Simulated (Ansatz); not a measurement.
# La2O3 under a change: pressure −2 GPa

Consider La2O3 (space group P-3m1, No. 164; a = 3.906 Å, c = 6.040 Å).

Modification: hydrostatic tension (pressure −2 GPa).

The values are results of PBEsol (Ansatz, a quantum-chemistry and plane-wave program), scalar-relativistic without spin-orbit coupling, not measurements. Γ-centred 10×10×6 mesh, Fermi–Dirac width 0.05 eV.

* **Volume per atom**: 16.25 Å³ (base 15.96 Å³)
* **Density**: 6.66 g/cm³ (base 6.78 g/cm³)
* **c/a ratio**: 1.559 (base 1.546)
* **Shortest interatomic distance**: 2.357 Å (base 2.349 Å)
* **Enthalpy H = E + PV relative to the base's energy**: -0.20 eV/atom
* **Band gap**: 3.77 eV (base 3.77 eV)
* **Gap character**: indirect, L → K (base indirect, L → K)
* **Smallest direct gap**: 3.86 eV (base 3.86 eV)
* **Mean gap deformation potential ΔEg/Δln V**: -0.1 eV
* **Width of the top valence band**: 0.40 eV (base 0.41 eV)
* **Electron mass**: 1.4 mₑ (at K) (base 1.3 mₑ (at K))

Final structure:

```xyz
5
Lattice="3.9187 0.0000 0.0000 -1.9594 3.3937 0.0000 0.0000 0.0000 6.1080" Properties=species:S:1:pos:R:3 pbc="T T T"
La     0.0000     2.2625     1.5072
La     1.9594     1.1312     4.6008
O      0.0000     0.0000     0.0000
O      0.0000     2.2625     3.9408
O      1.9594     1.1312     2.1672
```

Load acts through the strain it causes; cell and atoms are relaxed under it. Effective masses come from finite differences of ±0.01 Å⁻¹. Whether these cells are dynamically stable was not tested.
